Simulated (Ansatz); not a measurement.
CaO, response to strain

The reference is CaO in the rock salt structure (space group Fm-3m, No. 225; a = 4.7948 Å). Axes: x, y, z lie along the cube axes.

Strains are applied to the cell and any free atomic positions relax; under biaxial strain the out-of-plane vector relaxes too; under stress the whole cell relaxes.

Calculations: r2SCAN, PAW, 500 eV (Ansatz, a quantum-chemistry and plane-wave program; no spin-orbit coupling).

Notes on the quantities. pressure: mean of the normal stresses, compression positive.

```json
[
 {"change": "base", "band gap": "4.20 eV", "electron mass": "1.4 mₑ along k, 0.44 mₑ across (at X)", "pressure": "0.00 GPa", "smallest direct gap": "4.57 eV", "gap character": "indirect, Γ → X"},
 {"change": "biaxial strain +1.19 %, plane normal [110], relaxed out of plane", "band gap": "4.15 eV", "electron mass": "1.4 mₑ along k, 0.44 mₑ across (at T)", "pressure": "-1.93 GPa", "smallest direct gap": "…", "gap character": "indirect, Γ → T"},
 {"change": "isotropic strain −4.84 %", "band gap": "4.10 eV", "electron mass": "1.3 mₑ along k, 0.39 mₑ across (at X)", "pressure": "24.04 GPa", "smallest direct gap": "4.42 eV", "gap character": "indirect, Γ → X"},
 {"change": "isotropic strain −2.38 %", "band gap": "4.17 eV", "electron mass": "1.4 mₑ along k, 0.41 mₑ across (at X)", "pressure": "9.89 GPa", "smallest direct gap": "…", "gap character": "indirect, Γ → X"},
 {"change": "isotropic strain −0.17 %", "band gap": "4.20 eV", "electron mass": "1.4 mₑ along k, 0.43 mₑ across (at X)", "pressure": "0.61 GPa", "smallest direct gap": "4.57 eV", "gap character": "indirect, Γ → X"},
 {"change": "isotropic strain +0.26 %", "band gap": "4.20 eV", "electron mass": "1.4 mₑ along k, 0.44 mₑ across (at X)", "pressure": "-0.89 GPa", "smallest direct gap": "4.58 eV", "gap character": "indirect, Γ → X"},
 {"change": "isotropic strain +0.62 %", "band gap": "4.20 eV", "electron mass": "1.4 mₑ along k, 0.44 mₑ across (at X)", "pressure": "-2.08 GPa", "smallest direct gap": "4.58 eV", "gap character": "indirect, Γ → X"},
 {"change": "uniaxial strain ε_xx = +0.95 %", "band gap": "4.18 eV", "electron mass": "1.4 mₑ along k, 0.44 mₑ across (at X)", "pressure": "-1.06 GPa", "smallest direct gap": "4.57 eV", "gap character": "indirect, Γ → X"},
 {"change": "uniaxial strain ε_xx = +4.33 %", "band gap": "4.14 eV", "electron mass": "0.47 mₑ along x, 1.4 mₑ along y, 0.43 mₑ along z (at X)", "pressure": "-4.11 GPa", "smallest direct gap": "4.55 eV", "gap character": "indirect, Γ → X"},
 {"change": "uniaxial stress, 5 GPa tension along x", "band gap": "4.15 eV", "electron mass": "0.46 mₑ along x, 1.4 mₑ along y, 0.43 mₑ along z (at X)", "pressure": "–", "smallest direct gap": "4.55 eV", "gap character": "indirect, Γ → X"}
]
```

Some entries are withheld; estimate them.


- biaxial strain +1.19 %, plane normal [110], relaxed out of plane, smallest direct gap: 4.54 eV
- isotropic strain −2.38 %, smallest direct gap: 4.52 eV

A biaxial case was relaxed in a doubled cell and then solved in the primitive one. Effective masses come from finite differences of ±0.01 Å⁻¹. Along k means along the line from Γ to the band edge. Beyond what the load breaks, stability against distortions was not tested. Labels are those of the standard path for the cell's own space group.
